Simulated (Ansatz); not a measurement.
AlP (model structure, within 0.1 Å of P6₂22, No. 180, 6 atoms in the cell), treated with PBEsol in Ansatz (PAW).

Numerical settings: plane-wave cutoff 500 eV, 12×12×6 k mesh (along the axes of the cell as run), Fermi–Dirac smearing 0.05 eV, scalar-relativistic PAW data made under PBE.

Cell (relaxed at this level):

```xyz
6
Lattice="3.8210 0.0000 0.0000 -1.9105 3.3091 0.0000 0.0000 0.0000 8.6339" Properties=species:S:1:pos:R:3 pbc="T T T"
Al     1.9120     0.0000     5.7559
Al    -0.9560     1.6558     2.8780
Al     0.9545     1.6532     0.0000
P      1.9115     0.0000     1.4390
P     -0.9558     1.6554     7.1949
P      0.9547     1.6536     4.3170
```

Task: What does this level give for the band gap?

Result: 
- band gap = 0.84 eV (on the SCF k mesh)

Static lattice: no zero-point or thermal effects.

A model structure was made by putting elements into a prototype or built by hand; it is no filed structure, need not be a known phase, and can be a saddle point held by its symmetry.

Ansatz is a first-principles code.
